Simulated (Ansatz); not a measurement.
Start from CuI in the zinc blende structure (space group F-43m, No. 216).

```xyz
2
Lattice="0.0000 3.0397 3.0397 3.0397 0.0000 3.0397 3.0397 3.0397 0.0000" Properties=species:S:1:pos:R:3 pbc="T T T"
Cu     0.0000     0.0000     0.0000
I      1.5198     1.5198     1.5198
```

All numbers come from PBE (Ansatz, an electronic-structure program), spin-orbit coupling left out.

Base values:

* **Band gap**: 1.10 eV
* **Width of the top valence band**: 1.47 eV

Now apply this change: the cell is scaled by 1.0150 in all directions, atoms relaxed at fixed cell.

### Question
What does the calculation give for the band gap after the change?

### Answer
The band gap decreases by 0.11 eV (1.10 eV → 0.99 eV).

### Question
Predict the new energy relative to the base.

### Answer
The energy grows by 6.5 meV/atom.

### Question
Predict the new width of the top valence band.

### Answer
The width of the top valence band shrinks by 0.145 eV (1.47 eV → 1.32 eV).

Spin-orbit coupling, missing from the scalar runs, can matter with I. The cells carry an imposed strain or load. No phonon test of stability was made. The final runs are not spin-polarised.
